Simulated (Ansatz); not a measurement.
Results of PBEsol (PAW; Ansatz, a first-principles code) for CaScHO₂ (model structure, started from the SrVO2H type, P4/mmm, No. 123, 5 atoms in the cell).

Numerical settings: plane-wave cutoff 520 eV, 8×8×10 k mesh (along the axes of the cell as run), Fermi–Dirac smearing 0.01 eV, scalar-relativistic PAW data made under PBE.

Cell (relaxed with PBEsol):

CaScHO$_{2}$ is modelled in the tetragonal space group P4/mmm (No. 123), Pearson symbol tP5. Cell: a = b = 4.0464 Å, c = 3.6993 Å, α = β = γ = 90.00°. Ca on 1d is coordinated by 8 O at 2.741 Å. Sc on 1a sees 2 H at 1.850 Å and 4 O at 2.023 Å (octahedral). O on 2f has 2 Sc at 2.023 Å and 4 Ca at 2.741 Å (octahedral). H on 1b is coordinated by 2 Sc at 1.850 Å (linear). (Neighbours: up to the widest gap in distance over summed covalent radii, below 1.35, at either atom; cation-cation and far metal-metal contacts left out.)

**Question.** Estimate the band gap, smallest direct gap on the k points sampled and direct gap at Γ that the calculation returns.

**Answer.** 
- band gap: 2.03 eV (indirect)
- smallest direct gap on the k points sampled: 2.48 eV
- direct gap at Γ: 4.05 eV

Note: the relaxation could raise the start's symmetry but not lower it, so the cell can be a saddle point.

The computed numbers hold no vibrational or temperature effects.

A model structure was made by putting elements into a prototype or built by hand; it is no filed structure, need not be a known phase, and can be a saddle point held by its symmetry.
